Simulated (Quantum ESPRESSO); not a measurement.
## How far to go with the plane-wave cutoff: Au (P-1, 2 atoms in the cell)

```yaml
crystal:
  lattice:
    - [2.82957, 0.00000, 0.00000]
    - [-0.01302, 2.83428, 0.00000]
    - [-1.14359, -1.19134, 4.94864]
  atoms:
    - { symbol: Au, position: [0.33124, 0.33829, 0.73604] }
    - { symbol: Au, position: [0.67286, 0.66596, 0.27406] }
```

Method of the run: LDA (PZ), GBRV 1.5 ultrasoft (LDA) pseudopotentials (plane waves; Quantum ESPRESSO).

Base settings: ecutwfc = 40 Ry; ecutrho = 320 Ry; occupations = smearing; smearing = gaussian; degauss = 0.0073499 Ry; potentials = {Au: au_lda_v1.uspp.F.UPF}; K_POINTS = automatic 4 4 3 0 0 0; conv_thr = 1e-10 Ry; mixing_beta = 0.4.

Moved along: ecutrho.

The second cell is the first with its lattice scaled by 0.98.

The mesh stays at the base's, so the ladder's end is converged at best in this setting alone.

Only quantities that move along the ladder and can be compared are tabulated.

The count of work is k-points × plane waves × bands × iterations; it is no time. 

The starting cell comes from a database of computed structures (which also holds hypothetical and non-ambient phases and stackings), without a prior relaxation at this level. Its lattice was rescaled by up to half a per cent. One atom was moved a little off its site on purpose. In the base run, with a pressure of about -15 GPa the cell is away from its equilibrium volume at this level. Without a gap this mesh is coarse (it stands for a supercell whose shortest vector is 11 Å).

Steps (ecutwfc): 14 Ry; 16 Ry; 20 Ry; 22 Ry; 24 Ry; 32 Ry; 36 Ry; 40 Ry; 44 Ry; 48 Ry; 54 Ry; 70 Ry; 96 Ry.

Q: What is the coarsest ecutwfc that holds the forces within 0.005 eV/Å of the last step, with all finer ones?

A: 22 Ry, at 0.10 of the last step's count of work; the step before is off by 0.034 eV/Å.

Q: What is the state of the free energy at the end of the ladder?

A: Still drifting one way, by 3.6 meV/atom over the last two steps, so the last step is no safe reference.

Q: What is the coarsest ecutwfc that holds the energy of the compressed cell less the first within 1 meV/atom of the last step, with all finer ones?

A: 24 Ry, at 0.12 of the last step's count of work; the step before is off by 2.1 meV/atom.

| ecutwfc | free energy less the last step's (meV/atom) | energy of the compressed cell less the first (meV/atom) | pressure (GPa) | largest difference of a force vector from the last step's (eV/Å) | count of work / last |
|---|---|---|---|---|---|
| 14 Ry | 10135.62 | -237.86 | -386.15 | 0.395 | 0.053 |
| 16 Ry | 3669.68 | -68.10 | -181.44 | 0.391 | 0.059 |
| 20 Ry | 372.70 | -89.61 | -40.46 | 0.034 | 0.089 |
| 22 Ry | 93.91 | -86.25 | -22.53 | 0.002 | 0.10 |
| 24 Ry | 22.85 | -84.18 | -16.34 | 0.002 | 0.12 |
| 32 Ry | 7.96 | -84.09 | -14.65 | 0.001 | 0.18 |
| 36 Ry | 6.67 | -84.14 | -14.58 | 0.001 | 0.21 |
| 40 Ry | 6.47 | -84.15 | -14.58 | 0.000 | 0.29 |
| 44 Ry | 5.52 | -84.15 | -14.63 | 0.000 | 0.26 |
| 48 Ry | 4.28 | -84.13 | -14.62 | 0.000 | 0.33 |
| 54 Ry | 3.64 | -84.15 | -14.56 | 0.000 | 0.39 |
| 70 Ry | 1.43 | -84.16 | -14.62 | 0.000 | 0.62 |
| 96 Ry | 0.00 | -84.16 | -14.59 | 0.000 | 1.0 |

Two neighbours can agree and both be off: 36 Ry and 40 Ry differ by 0.20 meV/atom in the free energy, yet lie about 6.5 meV/atom from the last step.

At the lowest cutoff the pressure lies 372 GPa under the last step's, the usual sign of Pulay stress in an incomplete plane-wave basis.
